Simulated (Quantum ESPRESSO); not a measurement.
## Convergence study of the plane-wave cutoff for Cs (Im-3m, 1 atom in the cell)

```xyz
1
Lattice="-3.0347 3.0347 3.0347 3.0347 -3.0347 3.0347 3.0347 3.0347 -3.0347" Properties=species:S:1:pos:R:3 pbc="T T T"
Cs     0.0000     0.0000     0.0000
```

Method: PBEsol, PseudoDojo standard norm-conserving (PBESOL) pseudopotentials (plane waves; Quantum ESPRESSO 7.5).

Base settings: ecutwfc = 50 Ry; occupations = smearing; smearing = gauss; degauss = 0.0073499 Ry; potentials = {Cs: Cs.upf}; K_POINTS = automatic 5 5 5 0 0 0; conv_thr = 1e-08 Ry; mixing_beta = 0.7.

The second cell is the first with its lattice scaled by 0.98.

The mesh stays at the base's, so the ladder's end is converged at best in this setting alone.

Only quantities that move along the ladder and can be compared are tabulated.

The count of work is k-points × plane waves × bands × iterations; it is no time. 

The starting cell has typed, rounded lattice constants, without a prior relaxation at this level. Its lattice was rescaled by up to half a per cent.

| ecutwfc | free energy less the last step's (meV/atom) | energy of the compressed cell less the first (meV/atom) | pressure (GPa) | count of work / last |
|---|---|---|---|---|
| 17.5 Ry | 1386.71 | -15.22 | -6.41 | 0.057 |
| 20 Ry | 674.25 | 1.22 | -3.91 | 0.069 |
| 22 Ry | 366.12 | -0.55 | -2.52 | 0.079 |
| 25 Ry | 133.82 | -1.33 | -1.21 | 0.096 |
| 28 Ry | 43.39 | -0.34 | -0.54 | 0.11 |
| 30 Ry | 18.61 | -0.59 | -0.31 | 0.13 |
| 35 Ry | 1.81 | -0.54 | -0.09 | 0.16 |
| 40 Ry | 0.88 | -0.54 | -0.07 | 0.19 |
| 45 Ry | 0.57 | -0.54 | -0.07 | 0.23 |
| 50 Ry | 0.25 | -0.55 | -0.07 | 0.27 |
| 55 Ry | 0.17 | -0.55 | -0.07 | 0.31 |
| 60 Ry | 0.16 | -0.55 | -0.07 | 0.42 |
| 68 Ry | 0.09 | -0.55 | -0.07 | 0.43 |
| 75 Ry | 0.03 | -0.55 | -0.07 | 0.49 |
| 88 Ry | 0.02 | -0.55 | -0.07 | 0.63 |
| 100 Ry | 0.01 | -0.55 | -0.07 | 0.76 |
| 120 Ry | 0.00 | -0.55 | -0.07 | 1.0 |

Coarsest ecutwfc that holds the pressure within 1 GPa of the last step, with all finer ones: 28 Ry, at 0.11 of the last step's count of work; the step before is off by 1.1 GPa.

Coarsest ecutwfc that holds the energy of the compressed cell less the first within 1 meV/atom of the last step, with all finer ones: 22 Ry, at 0.079 of the last step's count of work; the step before is off by 1.8 meV/atom.

Coarsest ecutwfc that holds the free energy within 5 meV/atom of the last step, with all finer ones: 35 Ry, at 0.16 of the last step's count of work; the step before is off by 19 meV/atom.

The energy difference between the two cells stays within 1 meV/atom of the last step's from 22 Ry on, the total only from 40 Ry on: much of the error is common to both cells and cancels.

At the lowest cutoff the pressure lies 6.3 GPa under the last step's, the usual sign of Pulay stress in an incomplete plane-wave basis.
